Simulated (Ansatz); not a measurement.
A self-consistent single point of ZnPt3 (P4mm, 4 atoms in the cell) with Ansatz (a quantum-chemistry and plane-wave program).

Method: PBEsol, default PAW files made with PBE (plane waves; Ansatz).

```yaml
crystal:
  lattice:
    - [3.91025, 0.00000, 0.00000]
    - [0.00000, 3.91025, 0.00000]
    - [0.00000, 0.00000, 3.91025]
  atoms:
    - { symbol: Zn, position: [0.00000, 0.00000, 0.01279] }
    - { symbol: Pt, position: [0.50000, 0.50000, 0.00000] }
    - { symbol: Pt, position: [0.00000, 0.50000, 0.50000] }
    - { symbol: Pt, position: [0.50000, 0.00000, 0.50000] }
```

Reference input (self-consistent single point, DFT, PBEsol, plane waves, default PAW files made with PBE): basis.ecutwfc = 420 eV; kpoints.mp_grid.grid = 9 9 9; hamiltonian.xc = pbesol; hamiltonian.pseudopotentials = {kind: paw} (the program's default PAW files); scf.occupations.method = gaussian; scf.occupations.width = 0.1 eV. This run's input differs from it in these lines:

Ansatz 0.2 input:
```diff
@@ -14,3 +14,3 @@
 kpoints:
-  mp_grid: { grid: [9, 9, 9] }
+  mp_grid: { grid: [5, 5, 5] }
 hamiltonian:
@@ -19,3 +19,3 @@
 scf:
-  occupations: { method: gaussian, width: 0.1 eV }
+  occupations: { method: gaussian, width: 0.3 eV }
 output:
```

Output (repeated stretches shortened):

```
SCF iter   1: F=—  HF=-40433.671522 eV  |F-HF|=—  |Δ(HF+E_count)|=         —  Δρ=8.29e-3  dr2=3.36e-2  ethr=1.77e-3  ⟨swp⟩=5.5  Hψ=2410  notcnv=0
all-band conjugate gradients solve this SCF's bands
preconditioner: auto → Kerker (q_TF=auto, 2.774 Å⁻¹)
SCF iter   2: F=—  HF=-40433.666806 eV  |F-HF|=—  |Δ(HF+E_count)|=   4.72e-3  Δρ=3.93e-3  dr2=8.74e-3  ethr=5.09e-5  ⟨swp⟩=2.0  Hψ=1130  notcnv=0
SCF iter   3: F=—  HF=-40433.665053 eV  |F-HF|=—  |Δ(HF+E_count)|=   1.75e-3  Δρ=1.65e-3  dr2=8.48e-4  ethr=1.32e-5  ⟨swp⟩=2.0  Hψ=1021  notcnv=0
SCF iter   4: F=—  HF=-40433.664662 eV  |F-HF|=—  |Δ(HF+E_count)|=   3.91e-4  Δρ=4.72e-4  dr2=8.64e-5  ethr=1.28e-6  ⟨swp⟩=2.0  Hψ=957  notcnv=0
SCF iter   5: F=—  HF=-40433.664680 eV  |F-HF|=—  |Δ(HF+E_count)|=   1.81e-5  Δρ=1.02e-4  dr2=9.51e-6  ethr=1.31e-7  ⟨swp⟩=2.7  Hψ=1253  notcnv=0
SCF iter   6: F=—  HF=-40433.664678 eV  |F-HF|=—  |Δ(HF+E_count)|=   2.09e-6  Δρ=2.69e-5  dr2=4.32e-7  ethr=1.44e-8  ⟨swp⟩=2.2  Hψ=958  notcnv=0
SCF iter   7: F=-40433.664678 eV  HF=-40433.664678 eV  |F-HF|=1.39e-8  |Δ(HF+E_count)|=   4.09e-8  Δρ=7.89e-6  dr2=3.04e-8  ethr=1.52e-10  ⟨swp⟩=6.9  Hψ=2943  notcnv=0
SCF 1 converged in 7 iterations: F = -40433.664678 eV  dr2 = 3.04e-8
Free energy (F): -40433.664678 eV
Internal energy: -40433.500622 eV  (E = F + TS)
E sigma→0 (E₀):  -40433.582650 eV
Entropy (-TS):   -0.164055 eV (-41.014 meV/atom)
Fermi energy:    20.002973 eV
--- Forces (eV/Å), atoms counted from 1 ---
  atom   1  Zn     0.00000000     0.00000000    -0.22040634
  atom   2  Pt     0.00000000     0.00000000    -0.05202530
  atom   3  Pt    -0.00000000     0.00000000     0.13621216
  atom   4  Pt     0.00000000     0.00000000     0.13621216
--- Stress (GPa, compression-positive) ---
       -5.493295       0.000000       0.000000
        0.000000      -5.493295       0.000000
        0.000000       0.000000      -5.472408
  P = ⅓ Tr σ = -5.4863 GPa (-54.863 kbar)
  The stress holds the Pulay correction. Without it, at fixed plane waves, as pw.x and ABINIT print it: P = -5.5725 GPa
```

The run converged in 7 iterations. Against the reference run the free energy goes down by 11.2 meV/atom, the pressure goes from -6.22 to -5.49 GPa and the largest force hardly changes (0.221 to 0.220 eV/Å).

The starting cell comes from a database of computed structures (which also holds hypothetical and non-ambient phases and stackings), without a prior relaxation at this level. Its lattice was rescaled by up to half a per cent. One atom was moved a little off its site on purpose. Spin polarisation is off. With a pressure of about -5 GPa the cell is away from its equilibrium volume at this level. Ansatz's pressure includes its estimate of the finite-basis (Pulay) stress.
